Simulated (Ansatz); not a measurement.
The parent structure is Ti in the hcp (Mg type) structure (space group P6_3/mmc, No. 194; a = 2.936 Å, c = 4.637 Å). Axes: x lies along a and z along c of the hexagonal cell.

Level of theory: r2SCAN, PAW, 500 eV (Ansatz, a program for electronic structure; without spin-orbit coupling), earlier PAW set.

Before the change:

```
Property                        Result
-----------------------------  -------
Shortest interatomic distance  2.872 Å
```

Modification: a free-standing slab of 2 layers (2 atoms, 1 a layer) is cut normal to the z axis, with 15 Å of vacuum and the in-plane cell held at bulk.

Problem. Predict the new excess energy per area of both faces.

Solution. The excess energy per area of both faces (slab less bulk energy over the cell's area: twice a surface energy) is 4.16 J/m² (uncertain by up to 0.04 J/m²).

Problem. Predict the new shortest interatomic distance.

Solution. The shortest interatomic distance falls by 0.213 Å (2.872 Å → 2.659 Å).

Slab and bulk use different k-meshes, which limits the precision of the excess energy. Whether these cells are dynamically stable was not tested. All final runs are without spin polarisation.
